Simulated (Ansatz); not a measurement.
**Au: energy against volume**

Au (fcc, Fm-3m, 17.022 Å³/atom and stress up to 0.01 GPa in the relaxed cell, cube axes along x, y and z) under hydrostatic pressure, with the cell free. PBEsol in Ansatz, a plane-wave DFT program (PAW, default set), 420 eV, 20×20×20 Γ-centred mesh, Fermi-Dirac smearing 0.05 eV.

Here V stands for volume and E for E less E0.

```csv
volume (Å³/atom),E less E0 (meV/atom),pressure (GPa)
17.2253,1.26,-2.00
17.1219,0.30,-1.00
17.0224,0.00,0.00
16.9360,0.26,0.90
16.8253,1.30,2.10
16.6168,5.61,4.51
16.2665,20.32,9.01
15.8636,50.34,15.01
15.4359,?,?
```

Taking the third-order Birch-Murnaghan form, a cubic in V^(-2/3) for E over the 8 complete rows: With u = V^(-2/3) - 0.1529, the rows have u = -0.0029699, -0.0023669, -0.0017809, -0.0012673, -0.0006030, 0.0006684, 0.0028653, 0.0054916. Least squares gives E = 2.968 + 3324.7·u + 939742·u² + 4675946·u³. Residuals (row less fit): 0.000, -0.001, -0.001, 0.006, -0.004, -0.001, 0.001, -0.001; standard error 0.004 (degrees of freedom: 4). Its minimum lies at u = -0.0017929, so V0 = (0.1511071)^(-3/2) = 17.02. There d²E/du² = 1829000 and d³E/du³ = 2.806e7, so B0 = (4/9) × 17.02^(-7/3) × 1829000 × 0.160218 = 175 GPa (the last factor turns the table's units into GPa), and B0' = 4 + (2/3) × 0.1511071 × (2.806e7)/1829000 = 5.5. B0' rests on the cubic coefficient alone and has a standard error of 0.1 from these residuals.

Question: Predict the withheld E at V = 15.4359 from the fit, and compare with the calculation.

Answer: u = 0.0084041, so E = 2.968 + 3324.7 × 0.0084041 + 939742 × 0.0084041² + 4675946 × 0.0084041³ = 100.058 meV/atom. The calculation gives 100.08 meV/atom, 0.022 meV/atom above the prediction (0.0 % of the range of E in the table). The row lies outside the fitted rows, so this is an extrapolation. The scatter of the fitted rows lies at the last printed digit.

In a metal these values are sensitive to mesh and smearing; energies are taken to zero smearing, stresses follow the free energy. Spin-orbit coupling is left out, which can shift these values for the heavy elements here. Other structures, which can take over under pressure, weren't tried. The same form fitted to the pressure column gives B0' = 5.6; series where the two differ by over 0.4 aren't shown. Rows are the converged runs of the series near zero and its far end, less any whose ions stayed unrelaxed beside relaxed ones; series whose fitted rows scatter by over a few per cent of the range, as at a crossing or softening among them, aren't shown in this form.
